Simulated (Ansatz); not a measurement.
Ti2SnC (P6₃/mmc, No. 194; cell taken from a computed entry), treated with PBEsol (Ansatz, a quantum-chemistry and plane-wave program, plane waves, PAW).

Settings: plane-wave cutoff 520 eV, 24×24×4 k mesh (along the axes of the cell as run), Fermi–Dirac smearing 0.047 eV (set by the program), no spin polarisation, scalar-relativistic PAW data made under PBE.

Computed at the level's own relaxed cell.

```yaml
crystal:
  lattice:
    - [3.13816, 0.00000, 0.00000]
    - [-1.56908, 2.71773, 0.00000]
    - [0.00000, 0.00000, 13.63407]
  atoms:
    - { symbol: Ti, position: [0.33333, 0.66667, 0.08116] }
    - { symbol: Ti, position: [0.66667, 0.33333, 0.91884] }
    - { symbol: Ti, position: [0.66667, 0.33333, 0.58116] }
    - { symbol: Ti, position: [0.33333, 0.66667, 0.41884] }
    - { symbol: Sn, position: [0.33333, 0.66667, 0.75000] }
    - { symbol: Sn, position: [0.66667, 0.33333, 0.25000] }
    - { symbol: C, position: [0.00000, 0.00000, 0.00000] }
    - { symbol: C, position: [0.00000, 0.00000, 0.50000] }
```

Task: Give the elastic tensor (Voigt notation, GPa, ions relaxed, in the Cartesian axes of the cell as printed).

Result: 
```
  285.1    84.9    78.5     0.0     0.0     0.0
   84.9   285.1    78.5     0.0     0.0     0.0
   78.5    78.5   283.4     0.0     0.0     0.0
    0.0     0.0     0.0   107.2     0.0     0.0
    0.0     0.0     0.0     0.0   107.2     0.0
    0.0     0.0     0.0     0.0     0.0   100.1
```

Note: the relaxation could not lower the start's symmetry, so the cell can be a saddle point above a distorted one.
